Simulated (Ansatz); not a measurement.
Results of r²SCAN (Ansatz, an electronic-structure program, PAW) for BAs (model structure, started from the GeS type, Pnma, No. 62, 8 atoms in the cell).

The input as run:

Ansatz 0.2 input:
```yaml
crystal:
  lattice:
    - [6.6007564087, 0.0, 0.0]
    - [0.0, 3.4177484988, 0.0]
    - [0.0, 0.0, 5.6792109441]
  atoms:
    - { symbol: B, position: [0.1605429097, 0.25, 0.4017394169] }
    - { symbol: B, position: [0.3394570903, 0.75, 0.9017394169] }
    - { symbol: B, position: [0.8394570903, 0.75, 0.5982605831] }
    - { symbol: B, position: [0.6605429097, 0.25, 0.0982605831] }
    - { symbol: As, position: [0.8368280715, 0.25, 0.3906601705] }
    - { symbol: As, position: [0.6631719285, 0.75, -0.1093398295] }
    - { symbol: As, position: [0.1631719285, 0.75, 0.6093398295] }
    - { symbol: As, position: [0.3368280715, 0.25, 1.1093398295] }
basis:
  ecutwfc: 560
  ecutrho_ratio: 4
  xc_grid: 3
kpoints:
  mp_grid: { grid: [6, 18, 16] }
  band_path:
    path:
      - [0.0, 0.0, 0.0]
      - [0.125, 0.0, 0.0]
      - [0.25, 0.0, 0.0]
      - [0.375, 0.0, 0.0]
      - [0.5, 0.0, 0.0]
      - [0.5, 0.055556, 0.0]
      - [0.5, 0.111111, 0.0]
      - [0.5, 0.166667, 0.0]
      - [0.5, 0.222222, 0.0]
      - [0.5, 0.277778, 0.0]
      - [0.5, 0.333333, 0.0]
      - [0.5, 0.388889, 0.0]
      - [0.5, 0.444444, 0.0]
      - [0.5, 0.5, 0.0]
      - [0.375, 0.5, 0.0]
      - [0.25, 0.5, 0.0]
      - [0.125, 0.5, 0.0]
      - [0.0, 0.5, 0.0]
      - [0.0, 0.444444, 0.0]
      - [0.0, 0.388889, 0.0]
      - [0.0, 0.333333, 0.0]
      - [0.0, 0.277778, 0.0]
      - [0.0, 0.222222, 0.0]
      - [0.0, 0.166667, 0.0]
      - [0.0, 0.111111, 0.0]
      - [0.0, 0.055556, 0.0]
      - [0.0, 0.0, 0.1]
      - [0.0, 0.0, 0.2]
      - [0.0, 0.0, 0.3]
      - [0.0, 0.0, 0.4]
      - [0.0, 0.0, 0.5]
      - [0.125, 0.0, 0.5]
      - [0.25, 0.0, 0.5]
      - [0.375, 0.0, 0.5]
      - [0.5, 0.0, 0.5]
      - [0.5, 0.055556, 0.5]
      - [0.5, 0.111111, 0.5]
      - [0.5, 0.166667, 0.5]
      - [0.5, 0.222222, 0.5]
      - [0.5, 0.277778, 0.5]
      - [0.5, 0.333333, 0.5]
      - [0.5, 0.388889, 0.5]
      - [0.5, 0.444444, 0.5]
      - [0.5, 0.5, 0.5]
      - [0.375, 0.5, 0.5]
      - [0.25, 0.5, 0.5]
      - [0.125, 0.5, 0.5]
      - [0.0, 0.5, 0.5]
      - [0.0, 0.444444, 0.5]
      - [0.0, 0.388889, 0.5]
      - [0.0, 0.333333, 0.5]
      - [0.0, 0.277778, 0.5]
      - [0.0, 0.222222, 0.5]
      - [0.0, 0.166667, 0.5]
      - [0.0, 0.111111, 0.5]
      - [0.0, 0.055556, 0.5]
      - [0.5, 0.0, 0.1]
      - [0.5, 0.0, 0.2]
      - [0.5, 0.0, 0.3]
      - [0.5, 0.0, 0.4]
      - [0.0, 0.5, 0.1]
      - [0.0, 0.5, 0.2]
      - [0.0, 0.5, 0.3]
      - [0.0, 0.5, 0.4]
      - [0.5, 0.5, 0.1]
      - [0.5, 0.5, 0.2]
      - [0.5, 0.5, 0.3]
      - [0.5, 0.5, 0.4]
    npoints: 1
hamiltonian:
  xc: r2scan
  dispersion: none
  pseudopotentials: { kind: paw }
scf:
  occupations: { method: fermi_dirac, width: 0.05 }
  convergence: { dr2_threshold: 0.0000000008 }
output:
  forces: true
  stress: true
  eigenvalues: true
  write_bands: true
```

Output (set-up and result lines):

```
Crystal: 8 atoms, lattice volume = 128.121 Å³
Basis set: ecut = 560 eV, 3861 PW (Γ), exchange–correlation on 162×81×135 points (27 copies of the dense FFT grid, shifted against one another)
Bands: 44, of which v1, the nominal top of the filled ones, is band 36 counted from 1 (35 counted from 0)
Symmetry: 8 space group operations
Space group: Pnma (ITA 62), of the structure as read, at distance tolerance 5.0e-5 Å
k-points: 360 of 1728
Functional: x = r2scan, c = r2scan; τ floored in thin density (d = 2e-4 eV/Å³)
SCF iter   1: F=—  HF=-20083.004885 eV  |F-HF|=—  |Δ(HF+E_count)|=         —  Δρ=5.68e-3  dr2=4.55e-2  dr2_τ=3.57e-1
SCF iter   2: F=—  HF=-20083.106278 eV  |F-HF|=—  |Δ(HF+E_count)|=   1.01e-1  Δρ=3.10e-3  dr2=9.50e-3  dr2_τ=2.48e-4
  ...
SCF iter   7: F=—  HF=-20083.107809 eV  |F-HF|=—  |Δ(HF+E_count)|=   3.80e-5  Δρ=2.83e-6  dr2=1.10e-8  dr2_τ=2.69e-10
SCF iter   8: F=-20083.107809 eV  HF=-20083.107809 eV  |F-HF|=1.24e-10  |Δ(HF+E_count)|=   1.18e-8  Δρ=5.37e-7  dr2=3.04e-10  dr2_τ=7.52e-12
SCF 1 converged in 8 iterations: F = -20083.107809 eV  dr2 = 3.04e-10
SCF converged after 8 iterations
Free energy (F): -20083.107809 eV
Internal energy: -20083.107793 eV  (E = F + TS)
E sigma→0 (E₀):  -20083.107801 eV
Fermi energy:    9.245175 eV
--- Stress (GPa, compression-positive) ---
       -0.002318      -0.000000      -0.000000
       -0.000000      -0.001057       0.000000
       -0.000000       0.000000       0.002820
  P = ⅓ Tr σ = -0.0002 GPa (-0.002 kbar)
```

The PAW data were made under PBE.

Note: the relaxation could raise the start's symmetry but not lower it, so the cell can be a saddle point.

A model structure was made by putting elements into a prototype or built by hand; it is no filed structure, need not be a known phase, and can be a saddle point held by its symmetry.
